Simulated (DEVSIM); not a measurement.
System: Ti/SiON/p-Si capacitor, at 250 K.

```csv
layer (left to right),material,thickness (nm),Na (cm⁻³)
1,SiON,5.00,-
2,Si,1900,9.5e16
```

Metal gate on the left, work function 4.33 eV. Fixed charge at the semiconductor interface -1.9e11 cm⁻² (in units of +e); no interface traps.

The device is made up for the run: typed textbook-type constants, with dimensions and the other settings drawn at random. Values at 300 K; Nc and Nv go as T^1.5, mobilities as T to minus their exponent, the gap by Varshni's rule with the affinity fixed.

```tsv
parameter	SiON	Si
gap (eV)	7	1.124
affinity (eV)	1.4	4.05
permittivity	5.5	11.7
Nc (cm⁻³)	-	2.86e19
Nv (cm⁻³)	-	3.1e19
Varshni α (eV/K)	-	0.000473
Varshni β (K)	-	636
```

Simulated with DEVSIM: 1D Poisson equation in equilibrium, Boltzmann statistics, complete ionisation; no quantum confinement or tunnelling. Metal contacts follow the ideal Schottky-Mott rule: no Fermi-level pinning, no interface dipoles.

The interface trap density was swept, all else fixed.

| interface trap density (cm^-2 eV^-1) | threshold voltage (band bending 2φF) (V) | minimum of the low-frequency capacitance (μF/cm²) | flat-band voltage (V) |
|---|---|---|---|
| 0 | 0.37 | 0.0940 | -0.71 |
| 1e10 | 0.37 | 0.0954 | -0.71 |
| 1e11 | 0.38 | 0.106 | -0.71 |
| 3e11 | 0.40 | 0.130 | -0.72 |
| 1e12 | 0.48 | 0.207 | -0.74 |
| 2e12 | 0.59 | 0.295 | -0.78 |

From the first row to the last the threshold voltage (band bending 2φF) goes from 0.37 to 0.59. From the first row to the last the minimum of the low-frequency capacitance goes from 0.0940 to 0.295.
